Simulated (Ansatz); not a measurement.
## Response to strain in InAs

The parent structure is InAs in the zinc blende structure (space group F-43m, No. 216; a = 6.1096 Å). Axes: x, y, z lie along the cube axes.

Strains are applied to the cell and any free atomic positions relax.

All numbers come from r2SCAN, PAW, 500 eV (Ansatz, a program for electronic structure; scalar-relativistic without spin-orbit coupling).

Notes on the quantities. energy relative to the base: free energy F.

```
change                       energy relative to the base  volume per atom
---------------------------  ---------------------------  ---------------
base                                          0 meV/atom         28.51 Å³
tensor shear ε_xy = +1.43 %                +2.8 meV/atom         28.50 Å³
tensor shear ε_xy = +0.86 %                +1.0 meV/atom         28.50 Å³
tensor shear ε_xy = +1.14 %                +1.8 meV/atom         28.50 Å³
tensor shear ε_xy = +2.00 %                +5.4 meV/atom         28.49 Å³
tensor shear ε_xy = +0.57 %                          [?]         28.51 Å³
tensor shear ε_xy = +1.71 %                          [?]         28.50 Å³
```

Problem. What belongs in the blanks?

Solution. 
- tensor shear ε_xy = +0.57 %, energy relative to the base: +0.4 meV/atom
- tensor shear ε_xy = +1.71 %, energy relative to the base: +3.9 meV/atom

No phonon test of stability was made. The final runs are not spin-polarised.
